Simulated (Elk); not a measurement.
**Elk run on GaAg (Pm-3m, 2 atoms in the cell): self-consistent single point**

Level of theory: PBEsol, all-electron FP-LAPW, Elk's shipped species files, APW+lo basis with extra local orbitals in Elk.

The input file:

```
tasks
  0

xctype
  22

tforce
  .true.

rgkmax
  8.0

gmaxvr
  18.0

lmaxapw
  10

lmaxo
  8

nxlo
  2

lorbcnd
  .true.

lradstp
  2

nrmtscf
  2.0

lmaxi
  4

stype
  0

swidth
  0.00999582

maxscl
  100

scale
  6.268656192

avec
    1.0000000000    0.0000000000    0.0000000000
    0.0000000000    1.0000000000    0.0000000000
    0.0000000000    0.0000000000    1.0000000000

atoms
  2
  'Ga.in'
  1
  0.5000000000  0.5000000000  0.5000000000    0.0 0.0 0.0
  'Ag.in'
  1
  0.0000000000  0.0000000000  0.0000000000    0.0 0.0 0.0

ngridk
  13 13 13
```

Log, with long lists cut:

```
│ Elk code version 10.2.4 │

All units are atomic (Hartree, Bohr, etc.)

│ Ground-state run starting from atomic densities │

Lattice vectors :
   6.268656192       0.000000000       0.000000000
   0.000000000       6.268656192       0.000000000
   0.000000000       0.000000000       6.268656192

Unit cell volume      :    246.3334300
Brillouin zone volume :    1.006969348

Muffin-tin inner radius fraction :   0.1000000000E-01

Nuclei treated as point charges

Species :    1 (Ga)
 parameters loaded from : Ga.in
 name : gallium
 nuclear charge    :   -31.00000000
 electronic charge :    31.00000000
 atomic mass :    127097.2538
 muffin-tin radius :    2.400000000
 number of radial points in muffin-tin :    999
 atomic positions (lattice), magnetic fields (Cartesian) :
   1 :   0.00000000  0.00000000  0.00000000    0.00000000  0.00000000  0.00000000

Species :    2 (Ag)
 parameters loaded from : Ag.in
 name : silver
 nuclear charge    :   -47.00000000
 electronic charge :    47.00000000
 atomic mass :    196631.6997
 muffin-tin radius :    2.600000000
 number of radial points in muffin-tin :   1199
 atomic positions (lattice), magnetic fields (Cartesian) :
   1 :   0.50000000  0.50000000  0.50000000    0.00000000  0.00000000  0.00000000

Total number of atoms per unit cell :    2

Spin treatment :
 spin-unpolarised

Number of Bravais lattice symmetries :   48
Number of crystal symmetries         :   48
Crystal has inversion symmetry
Real symmetric eigensolver will be used

k-point grid :     13    13    13
k-point offset :    0.000000000       0.000000000       0.000000000
k-point set is reduced with full crystal symmetry group
Total number of k-points :       84

Muffin-tin radius times maximum |G+k| :    8.000000000
 using average radius
Maximum |G+k| for APW functions       :    3.200000000
Maximum (1/2)|G+k|²                   :    5.120000000
Maximum |G| for potential and density :    18.00000000
 potential will be trimmed for |G| > 2 gkmax
Constant for pseudocharge density :   12
Radial integration step length :    2

G-vector grid sizes :     36    36    36
Number of G-vectors :    24207

Maximum angular momentum used for
 APW functions                      :   10
 outer part of muffin-tin           :    8
 inner part of muffin-tin           :    4

Total nuclear charge    :   -78.00000000
Total core charge       :    46.00000000
Total valence charge    :    32.00000000
Total excess charge     :    0.000000000
Total electronic charge :    78.00000000

Effective Wigner radius, rₛ :   0.9101508535

Number of empty states         :    8
Total number of valence states :   24
Total number of core states    :   46

Conduction state local-orbitals added automatically
Total number of local-orbitals :  226

Exchange-correlation functional :     22     0     0
 PBEsol, Phys. Rev. Lett. 100, 136406 (2008)
 gradient requirement :    1
 generalised gradient approximation (GGA)

Smearing type :    0
 Gaussian
Smearing width :   0.9995820000E-02
Effective electronic temperature (K) :    3156.430308

Mixing type :    3
 Broyden mixing, J. Phys. A: Math. Gen. 17, L317 (1984)

Kohn-Sham potential initialised from atomic data

│ Self-consistent loop started │
│ Loop number : 1 │
 total energy                :     -7252.29549253
│ Loop number : 2 │
 total energy                :     -7252.72042077
RMS change in Kohn-Sham potential (target) :   0.1386470464     (  0.1000000000E-05)
Absolute change in total energy (target)   :   0.4249282390     (  0.1000000000E-03)
│ Loop number : 3 │
 total energy                :     -7253.48319886
RMS change in Kohn-Sham potential (target) :   0.1279463340     (  0.1000000000E-05)
Absolute change in total energy (target)   :   0.8690101516     (  0.1000000000E-03)
│ Loop number : 4 │
 total energy                :     -7253.70448044
RMS change in Kohn-Sham potential (target) :   0.1187944153     (  0.1000000000E-05)
Absolute change in total energy (target)   :   0.4385341164     (  0.1000000000E-03)
│ Loop number : 5 │
 total energy                :     -7254.55916068
RMS change in Kohn-Sham potential (target) :   0.6555177445E-01 (  0.1000000000E-05)
Absolute change in total energy (target)   :   0.9643137737     (  0.1000000000E-03)
│ Loop number : 6 │
 total energy                :     -7256.81526216
RMS change in Kohn-Sham potential (target) :   0.1605362861E-01 (  0.1000000000E-05)
Absolute change in total energy (target)   :    2.497179916     (  0.1000000000E-03)
│ Loop number : 7 │
 total energy                :     -7257.39661562
RMS change in Kohn-Sham potential (target) :   0.1020345091E-02 (  0.1000000000E-05)
Absolute change in total energy (target)   :    1.205648438     (  0.1000000000E-03)
│ Loop number : 8 │
 total energy                :     -7257.48067319
RMS change in Kohn-Sham potential (target) :   0.1834495148E-03 (  0.1000000000E-05)
Absolute change in total energy (target)   :   0.3854696854     (  0.1000000000E-03)
│ Loop number : 9 │
 total energy                :     -7257.49089526
RMS change in Kohn-Sham potential (target) :   0.1667778225E-03 (  0.1000000000E-05)
Absolute change in total energy (target)   :   0.1065894885     (  0.1000000000E-03)
│ Loop number : 10 │
 total energy                :     -7257.48175289
RMS change in Kohn-Sham potential (target) :   0.7893605259E-04 (  0.1000000000E-05)
Absolute change in total energy (target)   :   0.1750500577E-01 (  0.1000000000E-03)
│ Loop number : 11 │
 total energy                :     -7257.47431283
RMS change in Kohn-Sham potential (target) :   0.8547875485E-05 (  0.1000000000E-05)
Absolute change in total energy (target)   :   0.3063810362E-02 (  0.1000000000E-03)
│ Loop number : 12 │
 total energy                :     -7257.47331233
RMS change in Kohn-Sham potential (target) :   0.6818952283E-05 (  0.1000000000E-05)
Absolute change in total energy (target)   :   0.1766452406E-02 (  0.1000000000E-03)
│ Loop number : 13 │
 total energy                :     -7257.47322761
RMS change in Kohn-Sham potential (target) :   0.1362170633E-05 (  0.1000000000E-05)
Absolute change in total energy (target)   :   0.5263373268E-03 (  0.1000000000E-03)
│ Loop number : 14 │
 total energy                :     -7257.47332030
RMS change in Kohn-Sham potential (target) :   0.2650221760E-06 (  0.1000000000E-05)
Absolute change in total energy (target)   :   0.3889066284E-04 (  0.1000000000E-03)
Convergence targets achieved

│ Loop number : 15 │

Energies :
 Fermi                       :     0.244086487762
 sum of eigenvalues          :     -4296.85323951
 electron kinetic            :      7540.93390148
 core electron kinetic       :      7209.77905815
 Coulomb                     :     -14577.2796806
 Coulomb potential           :     -11547.3861671
 nuclear-nuclear             :     -728.256534136
 electron-nuclear            :     -16150.6601258
 Hartree                     :      2301.63697939
 Madelung                    :     -8803.58659706
 xc potential                :     -290.400973920
 exchange                    :     -216.571133072
 correlation                 :     -4.55644986289
 total energy                :     -7257.47336205

Density of states at Fermi energy :    21.21188234
 (states/Hartree/unit cell)

Estimated indirect band gap :   0.1799494191E-02
 from k-point     15 to k-point     59
Estimated direct band gap   :   0.6884012996E-02
 at k-point     59

Charges :
 core                        :    46.00000000
 valence                     :    32.00000000
 interstitial                :    2.512410764
 muffin-tins (core leakage)
  species :    1 (Ga)
   atom    1                 :    29.54724359     (  0.7527383857E-03)
  species :    2 (Ag)
   atom    1                 :    45.94034565     (  0.1262673521E-08)
 total in muffin-tins        :    75.48758924
 total calculated charge     :    77.99926406
 total charge                :    78.00000000
 error                       :   0.7359400668E-03

│ Self-consistent loop stopped │

Forces :
 species :    1 (Ga)
  atom :    1
   Hellmann-Feynman          :     0.00000000    0.00000000    0.00000000
   IBS                       :    -0.00000000    0.00000000    0.00000000
   total force               :     0.00000000    0.00000000    0.00000000
   total magnitude           :     0.00000000
 species :    2 (Ag)
  atom :    1
   Hellmann-Feynman          :    -0.00000000    0.00000000    0.00000000
   IBS                       :     0.00000000    0.00000000    0.00000000
   total force               :    -0.00000000    0.00000000    0.00000000
   total magnitude           :     0.00000000
```

The run converged in 15 iterations. The count includes the last loop, which Elk runs after its targets are met.

The starting cell comes from a database of computed structures (which also holds hypothetical and non-ambient phases and stackings), without a prior relaxation at this level. Values depend on the basis (sphere radii, cutoffs, local orbitals), which need not be converged. The log's line on a gap gives a spacing of levels on this mesh, which the program prints for metals too.

Cost on one core of a shared machine: roughly 2 min.
